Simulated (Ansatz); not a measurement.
# Convergence study of the plane-wave cutoff for CrGa4 (I4mm, 5 atoms in the cell)

```
CELL_PARAMETERS angstrom
     -2.81304     2.81304     2.81304
      2.81304    -2.81304     2.81304
      2.81304     2.81304    -2.81304
ATOMIC_POSITIONS crystal
  Cr 0.00889 0.00889 0.00000
  Ga 0.00000 0.00000 0.50000
  Ga 0.00000 0.50000 0.00000
  Ga 0.50000 0.50000 0.50000
  Ga 0.50000 0.00000 0.00000
```

Method of the run: LDA (PW92), default PAW files made with PBE (plane waves; Ansatz, an electronic-structure program).

Base settings: basis.ecutwfc = 420 eV; kpoints.mp_grid.grid = 5 5 5; hamiltonian.xc = lda; hamiltonian.pseudopotentials = {kind: paw} (the program's default PAW files); scf.occupations.method = fermi_dirac; scf.occupations.width = 0.1 eV.

The second cell is the first with its lattice scaled by 0.98.

The mesh stays at the base's, so the ladder's end is converged at best in this setting alone.

The first pressure column holds Ansatz's estimate of the finite-basis (Pulay) stress, which hides part of the cutoff error; the other is without it.

Only quantities that move along the ladder and can be compared are tabulated.

The count of work is k-points × plane waves × bands × iterations; it is no time. 

The starting cell comes from a database of computed structures (which also holds hypothetical and non-ambient phases and stackings), without a prior relaxation at this level. Its lattice was rescaled by up to half a per cent. One atom was moved a little off its site on purpose. Spin polarisation is off. In the base run, with a pressure of about -5 GPa the cell is away from its equilibrium volume at this level.

| basis.ecutwfc | free energy less the last step's (meV/atom) | energy of the compressed cell less the first (meV/atom) | pressure (GPa) | pressure without the Pulay estimate (GPa) | largest difference of a force vector from the last step's (eV/Å) | count of work / last |
|---|---|---|---|---|---|---|
| 145 eV | 43145.91 | 333.10 | -21.63 | -1109.13 | 0.435 | 0.071 |
| 170 eV | 20380.27 | -107.23 | -6.46 | -631.63 | 0.421 | 0.082 |
| 190 eV | 11107.19 | 47.77 | -12.45 | -408.03 | 0.352 | 0.10 |
| 210 eV | 5896.85 | -30.02 | -8.42 | -258.25 | 0.110 | 0.11 |
| 230 eV | 2879.44 | -38.31 | -8.35 | -152.07 | 0.030 | 0.13 |
| 250 eV | 1347.96 | -25.05 | -5.31 | -85.88 | 0.081 | 0.15 |
| 295 eV | 197.96 | -14.74 | -4.93 | -21.39 | 0.062 | 0.18 |
| 335 eV | 26.68 | -16.04 | -5.21 | -8.05 | 0.001 | 0.19 |
| 380 eV | 3.06 | -17.07 | -5.36 | -5.58 | 0.002 | 0.23 |
| 420 eV | 1.48 | -17.17 | -5.35 | -5.39 | 0.000 | 0.27 |
| 460 eV | 1.01 | -17.16 | -5.35 | -5.37 | 0.000 | 0.30 |
| 505 eV | 0.79 | -17.16 | -5.35 | -5.36 | 0.000 | 0.35 |
| 565 eV | 0.68 | -17.16 | -5.35 | -5.36 | 0.000 | 0.42 |
| 630 eV | 0.46 | -17.17 | -5.35 | -5.37 | 0.000 | 0.48 |
| 735 eV | 0.14 | -17.17 | -5.35 | -5.36 | 0.000 | 0.63 |
| 840 eV | 0.05 | -17.17 | -5.35 | -5.36 | 0.000 | 0.85 |
| 1010 eV | 0.00 | -17.18 | -5.35 | -5.36 | 0.000 | 1.0 |

Coarsest basis.ecutwfc that holds the forces within 0.005 eV/Å of the last step, with all finer ones: 335 eV, at 0.19 of the last step's count of work; the step before is off by 0.062 eV/Å.

Coarsest basis.ecutwfc that holds the pressure within 0.1 GPa of the last step, with all finer ones: 380 eV, at 0.23 of the last step's count of work; the step before is off by 0.15 GPa.

Coarsest basis.ecutwfc that holds the pressure without the Pulay estimate within 0.2 GPa of the last step, with all finer ones: 420 eV, at 0.27 of the last step's count of work; the step before is off by 0.22 GPa.

The energy difference between the two cells stays within 1 meV/atom of the last step's from 380 eV on, the total only from 505 eV on: much of the error is common to both cells and cancels.

At the lowest cutoff the pressure without the Pulay estimate lies 1100 GPa under the last step's, the usual sign of Pulay stress in an incomplete plane-wave basis.

Keys are those of Ansatz 0.2.
